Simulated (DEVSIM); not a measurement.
Structure: Cr/TiO2/p-InP capacitor, at 300 K.

| layer (left to right) | material | thickness (nm) | Na (cm⁻³) |
|---|---|---|---|
| 1 | TiO2 | 2.20 | - |
| 2 | InP | 820 | 5.8e17 |

Metal gate on the left, work function 4.5 eV. Fixed charge at the semiconductor interface -5.5e11 cm⁻² (in units of +e); no interface traps.

Constants are typed, rounded textbook-type inputs, not results; the design itself was drawn at random and stands for no fabricated device. Values at 300 K.

| parameter | TiO2 | InP |
|---|---|---|
| gap (eV) | 3.2 | 1.344 |
| affinity (eV) | 3.9 | 4.38 |
| permittivity | 60 | 12.5 |
| Nc (cm⁻³) | - | 5.7e17 |
| Nv (cm⁻³) | - | 1.1e19 |

Model (solved in DEVSIM): 1D Poisson equation in equilibrium, Boltzmann statistics, complete ionisation; no quantum confinement or tunnelling. Metal contacts follow the ideal Schottky-Mott rule: no Fermi-level pinning, no interface dipoles.

**Question.** Tabulate band edges, carrier densities and field at -0.4 V on the gate.

**Answer.** Energies count from the Fermi level of the right contact; mesh points crowd at the junctions.

| x (μm) | Ec (eV) | Ev (eV) | n (cm⁻³) | p (cm⁻³) | field (V/cm) |
|---|---|---|---|---|---|
| 0.000 | 1.000 | -2.200 | < 1e2 | < 1e2 | 88000 |
| 0.0007011 | 1.006 | -2.194 | < 1e2 | < 1e2 | 88000 |
| 0.001322 | 1.012 | -2.188 | < 1e2 | < 1e2 | 88000 |
| 0.002013 | 1.018 | -2.182 | < 1e2 | < 1e2 | 88000 |
| 0.003174 | 0.573 | -0.771 | 1.4e8 | 1200000 | 340000 |
| 0.004965 | 0.632 | -0.712 | 1.4e7 | 1.2e7 | 320000 |
| 0.008256 | 0.732 | -0.612 | 280000 | 5.9e8 | 290000 |
| 0.01675 | 0.951 | -0.393 | < 1e2 | 2.7e12 | 220000 |
| 0.02990 | 1.169 | -0.175 | < 1e2 | 1.3e16 | 110000 |
| 0.05409 | 1.266 | -0.078 | < 1e2 | 5.3e17 | 4200 |
| 0.09528 | 1.268 | -0.076 | < 1e2 | 5.8e17 | ≈ 0 |
| 0.2132 | 1.268 | -0.076 | < 1e2 | 5.8e17 | ≈ 0 |
| 0.3779 | 1.268 | -0.076 | < 1e2 | 5.8e17 | ≈ 0 |
| 0.5757 | 1.268 | -0.076 | < 1e2 | 5.8e17 | ≈ 0 |
| 0.7134 | 1.268 | -0.076 | < 1e2 | 5.8e17 | ≈ 0 |
| 0.7614 | 1.268 | -0.076 | < 1e2 | 5.8e17 | ≈ 0 |
| 0.7897 | 1.268 | -0.076 | < 1e2 | 5.8e17 | ≈ 0 |
| 0.8050 | 1.268 | -0.076 | < 1e2 | 5.8e17 | ≈ 0 |
| 0.8149 | 1.268 | -0.076 | < 1e2 | 5.8e17 | ≈ 0 |
| 0.8188 | 1.268 | -0.076 | < 1e2 | 5.8e17 | ≈ 0 |
| 0.8208 | 1.268 | -0.076 | < 1e2 | 5.8e17 | ≈ 0 |
| 0.8222 | 1.268 | -0.076 | < 1e2 | 5.8e17 | ≈ 0 |
